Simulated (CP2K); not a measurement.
A working CP2K input for MgCd2 (C2/m, 6 atoms in the cell) (DFT LDA (Pade form), GPW, DZVP-MOLOPT-SR-GTH basis, GTH-PADE potentials (GTH_POTENTIALS)):

```
&GLOBAL
  PROJECT calc
  RUN_TYPE ENERGY_FORCE
  PRINT_LEVEL LOW
&END GLOBAL
&FORCE_EVAL
  METHOD Quickstep
  STRESS_TENSOR ANALYTICAL
  &DFT
    BASIS_SET_FILE_NAME BASIS_MOLOPT
    POTENTIAL_FILE_NAME GTH_POTENTIALS
    &QS
      METHOD GPW
      EPS_DEFAULT 1E-11
    &END QS
    &MGRID
      CUTOFF 1000
      REL_CUTOFF 50
      NGRIDS 5
    &END MGRID
    &SCF
      SCF_GUESS ATOMIC
      EPS_SCF 1E-6
      MAX_SCF 100
      ADDED_MOS 12
      &DIAGONALIZATION
        ALGORITHM STANDARD
      &END DIAGONALIZATION
      &MIXING
        METHOD BROYDEN_MIXING
        ALPHA 0.3
        NBUFFER 10
      &END MIXING
      &SMEAR ON
        METHOD GAUSSIAN
        SIGMA [eV] 0.1
      &END SMEAR
    &END SCF
    &KPOINTS
      SCHEME MONKHORST-PACK 6 6 3
      GAMMA_CENTERED T
    &END KPOINTS
    &XC
      &XC_FUNCTIONAL PADE
      &END XC_FUNCTIONAL
    &END XC
    &PRINT
      &MO
        EIGENVALUES T
        OCCUPATION_NUMBERS T
        NDIGITS 8
        FILENAME mo
        &EACH
          QS_SCF 0
        &END EACH
        ADD_LAST NUMERIC
      &END MO
      &MULLIKEN OFF
      &END MULLIKEN
    &END PRINT
  &END DFT
  &SUBSYS
    &CELL
      A 6.05303100 0.00000000 0.00000000
      B 5.27388500 2.97074500 0.00000000
      C -2.31053100 -0.60599000 7.10211400
      PERIODIC XYZ
    &END CELL
    &COORD
      SCALED
      Mg       0.19249000     0.19249000     0.64193000
      Mg       0.80751000     0.80751000     0.35807000
      Cd       0.86184000     0.86184000     0.97820000
      Cd       0.13816000     0.13816000     0.02180000
      Cd       0.46607000     0.46607000     0.69015000
      Cd       0.53393000     0.53393000     0.30985000
    &END COORD
    &KIND Mg
      BASIS_SET DZVP-MOLOPT-SR-GTH
      POTENTIAL GTH-PADE-q10
    &END KIND
    &KIND Cd
      BASIS_SET DZVP-MOLOPT-SR-GTH
      POTENTIAL GTH-PADE-q12
    &END KIND
  &END SUBSYS
  &PRINT
    &FORCES ON
    &END FORCES
    &STRESS_TENSOR ON
    &END STRESS_TENSOR
  &END PRINT
&END FORCE_EVAL
```

The run converged in 12 iterations: free energy E − TS -8450.8754 eV; Fermi level (on the code's own zero) 6.79 eV; pressure -2.20 GPa; largest force (vector length) 0.133 eV/Å. Each of these slips is then made, one at a time:

(1)
```diff
-      Mg       0.19249000     0.19249000     0.64193000
-      Mg       0.80751000     0.80751000     0.35807000
-      Cd       0.86184000     0.86184000     0.97820000
-      Cd       0.13816000     0.13816000     0.02180000
-      Cd       0.46607000     0.46607000     0.69015000
-      Cd       0.53393000     0.53393000     0.30985000
+      Mg       0.69711890     0.18283554     4.55906004
+      Mg       8.31926610     2.18191946     2.54305396
+      Cd       7.50182786     1.96752745     6.94728791
+      Cd       1.51455714     0.39722755     0.15482609
+      Cd       3.68452277     0.96635112     4.90152398
+      Cd       5.33186223     1.39840388     2.20059002
```

(2)
```diff
-      CUTOFF 1000
+      CUTOFF [eV] 1000
```

### Question
What happens in each case?

### Answer

(1) Fractional and Cartesian coordinates mixed up. The run converged in 14 iterations without an error; against the sound input the free energy goes up by 31.1 eV/atom, the pressure goes from -2.20 to 372.1 GPa and the largest force goes from 0.133 to 332.7 eV/Å.

(2) An energy in the wrong unit. The run converged in 13 iterations without an error; against the sound input the free energy falls by 20.6 eV/atom, the pressure goes from -2.20 to 318.3 GPa and the largest force goes from 0.133 to 1386 eV/Å.

The starting cell comes from a database of computed structures (which also holds hypothetical and non-ambient phases and stackings), without a prior relaxation at this level. Values carry the incompleteness of an atom-centred basis. Without a gap this mesh is coarse (it stands for a supercell whose shortest vector is 18 Å).

Left out of this page: 3 runs of the series outside the window shown, repeating another row's setting, or not comparable; 1 run of the series stopped by limits of time or memory.
